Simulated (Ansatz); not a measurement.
**Electron-phonon data for PtBi2 (Pa-3)**

Input:

```
CELL_PARAMETERS angstrom
      6.72166     0.00000     0.00000
      0.00000     6.72166     0.00000
      0.00000     0.00000     6.72166
ATOMIC_POSITIONS crystal
  Bi 0.36988 0.36988 0.36988
  Bi 0.63012 0.63012 0.63012
  Bi 0.13012 0.63012 0.86988
  Bi 0.86988 0.36988 0.13012
  Bi 0.86988 0.13012 0.63012
  Bi 0.13012 0.86988 0.36988
  Bi 0.63012 0.86988 0.13012
  Bi 0.36988 0.13012 0.86988
  Pt 0.00000 0.00000 0.00000
  Pt 0.50000 0.00000 0.50000
  Pt 0.50000 0.50000 0.00000
  Pt 0.00000 0.50000 0.50000
```

Method: PBEsol, DFPT electron-phonon coupling, linearised Boltzmann equation (plane waves, PAW, scalar-relativistic; Ansatz, a quantum-chemistry and plane-wave program). How the cell was made: relaxed with this functional, without spin-orbit coupling.

- resistivity at 300 K: 21 μΩ·cm
- resistivity at 77 K: 4.4 μΩ·cm

A metal at this level (no band gap). Only scattering by harmonic phonons is included (no impurities, grain boundaries, electron-electron scattering or thermal expansion). Spin-orbit coupling is left out, which matters with elements this heavy. Halving the electron mesh (12x12x12) moves the resistivity by up to 5 % at 300 K. Smearing 0.20 eV; phonons on a 2x2x2 q mesh, which this run doesn't test and which matters most at low temperature.

Formula and space group known from diffraction (Crystallography Open Database), not checked to be the room-temperature form: PtBi2 (Pa-3).
